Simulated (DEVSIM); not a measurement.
Device: abrupt Si p-n junction, at 300 K.

| layer (left to right) | material | thickness (μm) | Nd (cm⁻³) | Na (cm⁻³) | τn (s) | τp (s) |
|---|---|---|---|---|---|---|
| 1 | Si | 1.30 | - | 3.2e18 | 1e-6 | 1e-6 |
| 2 | Si | 0.950 | 3.2e14 | - | 1e-6 | 1e-6 |

Left contact: ohmic. Right contact: ohmic. Voltage is applied to the left contact. Recombination: SRH at mid-gap. Mobility is constant in doping.

The device is made up for the run: typed textbook-type constants, with dimensions and the other settings drawn at random. Values at 300 K.

| parameter | Si |
|---|---|
| gap (eV) | 1.124 |
| affinity (eV) | 4.05 |
| permittivity | 11.7 |
| Nc (cm⁻³) | 2.86e19 |
| Nv (cm⁻³) | 3.1e19 |
| μn (cm²/Vs) | 1417 |
| μp (cm²/Vs) | 470 |

DEVSIM, 1D drift-diffusion, Boltzmann statistics, complete ionisation; no tunnelling, impact ionisation, image-force lowering or self-heating.

The doping Nd of layer 2 was swept, all else fixed.

| doping Nd of layer 2 (cm^-3) | dark forward voltage at 1 A/cm² (V) | dark forward voltage at 100 A/cm² (V) | potential step across the device at zero bias (V) | largest field in the device at zero bias (V/cm) |
|---|---|---|---|---|
| 9.6e12 | 0.354 | 0.610 | 0.680 | 97000 |
| 3.2e13 | 0.387 | 0.619 | 0.711 | 97000 |
| 9.6e13 | 0.419 | 0.628 | 0.739 | 97000 |
| 3.2e14 | [?] | [?] | 0.771 | 97000 |
| 9.6e14 | 0.498 | 0.652 | 0.799 | 97000 |
| 3.2e15 | 0.536 | 0.672 | 0.830 | 99000 |
| 9.6e15 | 0.567 | 0.694 | 0.858 | 100000 |

Q: Fill in the missing entries.

A: 
- 3.2e14, dark forward voltage at 1 A/cm² (V): 0.459
- 3.2e14, dark forward voltage at 100 A/cm² (V): 0.639
